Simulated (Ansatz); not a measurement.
A self-consistent single point of HfC (I4mm, 2 atoms in the cell) with Ansatz (a quantum-chemistry and plane-wave program).

Method of the run: LDA (PW92), default PAW files made with PBE (plane waves; Ansatz).

The change in words: lattice scaled by 0.98; basis.ecutrho_ratio: default → 4. Reference geometry:
```yaml
crystal:
  lattice:
    - [0.00000, 2.33160, 2.33160]
    - [2.33160, 0.00000, 2.33160]
    - [2.33160, 2.33160, 0.00000]
  atoms:
    - { symbol: Hf, position: [0.01072, 0.01072, 0.98928] }
    - { symbol: C, position: [0.50000, 0.50000, 0.50000] }
```

Reference input (self-consistent single point, DFT, LDA (PW92), plane waves, default PAW files made with PBE): basis.ecutwfc = 420 eV; kpoints.mp_grid.grid = 12 12 12; hamiltonian.xc = lda; hamiltonian.pseudopotentials = {kind: paw} (the program's default PAW files); scf.occupations.method = fermi_dirac; scf.occupations.width = 0.1 eV. This run's input differs from it in these lines:

Ansatz 0.2 input:
```diff
@@ -2,5 +2,5 @@
   lattice:
-    - [0.000000, 2.331600, 2.331600]
-    - [2.331600, 0.000000, 2.331600]
-    - [2.331600, 2.331600, 0.000000]
+    - [0.000000, 2.284968, 2.284968]
+    - [2.284968, 0.000000, 2.284968]
+    - [2.284968, 2.284968, 0.000000]
   atoms:
@@ -10,2 +10,3 @@
   ecutwfc: 420.0
+  ecutrho_ratio: 4
 kpoints:
```

Log, with long lists cut:

```
SCF iter   1: F=—  HF=-15721.876562 eV  |F-HF|=—  |Δ(HF+E_count)|=         —  Δρ=8.37e-3  dr2=1.97e-2  ethr=1.77e-3  ⟨swp⟩=4.9  Hψ=12731  notcnv=0
all-band conjugate gradients solve this SCF's bands
preconditioner: auto → Kerker (q_TF=auto, 2.834 Å⁻¹)
SCF iter   2: F=—  HF=-15721.872101 eV  |F-HF|=—  |Δ(HF+E_count)|=   4.46e-3  Δρ=3.70e-3  dr2=2.38e-3  ethr=6.55e-5  ⟨swp⟩=1.1  Hψ=4449  notcnv=0
   [... lines left out ...]
SCF iter   5: F=—  HF=-15721.871490 eV  |F-HF|=—  |Δ(HF+E_count)|=   9.95e-6  Δρ=1.40e-4  dr2=1.87e-6  ethr=2.55e-7  ⟨swp⟩=2.1  Hψ=5528  notcnv=0
SCF iter   6: F=—  HF=-15721.871489 eV  |F-HF|=—  |Δ(HF+E_count)|=   1.05e-6  Δρ=3.59e-5  dr2=2.11e-7  ethr=6.22e-9  ⟨swp⟩=3.7  Hψ=6707  notcnv=0
SCF iter   7: F=—  HF=-15721.871488 eV  |F-HF|=—  |Δ(HF+E_count)|=   4.97e-7  Δρ=1.46e-5  dr2=3.65e-8  ethr=3.33e-10  ⟨swp⟩=6.1  Hψ=14609  notcnv=0
SCF iter   8: F=-15721.871488 eV  HF=-15721.871488 eV  |F-HF|=1.68e-8  |Δ(HF+E_count)|=   4.16e-8  Δρ=4.89e-6  dr2=3.97e-9  ethr=1.22e-10  ⟨swp⟩=5.2  Hψ=12188  notcnv=0
SCF 1 converged in 8 iterations: F = -15721.871488 eV  dr2 = 3.97e-9
Free energy (F): -15721.871488 eV
Internal energy: -15721.862088 eV  (E = F + TS)
E sigma→0 (E₀):  -15721.866788 eV
Entropy (-TS):   -0.009400 eV (-4.700 meV/atom)
Fermi energy:    20.966765 eV
--- Forces (eV/Å), atoms counted from 1 ---
  atom   1  Hf     0.00000000     0.00000000    -0.43288667
  atom   2  C      0.00000000     0.00000000     0.43288905
--- Stress (GPa, compression-positive) ---
        0.465312       0.000000       0.000000
        0.000000       0.465312       0.000000
        0.000000       0.000000       1.354325
  P = ⅓ Tr σ = 0.7616 GPa (7.616 kbar)
  The stress holds the Pulay correction. Without it, at fixed plane waves, as pw.x and ABINIT print it: P = 0.4424 GPa
```

The run converged in 8 iterations. Against the reference run the free energy goes down by 31.2 meV/atom, the pressure goes from -13.44 to 0.76 GPa and the largest force goes from 0.340 to 0.433 eV/Å.

The starting cell has typed, rounded lattice constants, without a prior relaxation at this level. Its lattice was rescaled by up to half a per cent. One atom was moved a little off its site on purpose. For this run, on top of that: lattice scaled by 0.98. Ansatz's pressure includes its estimate of the finite-basis (Pulay) stress.
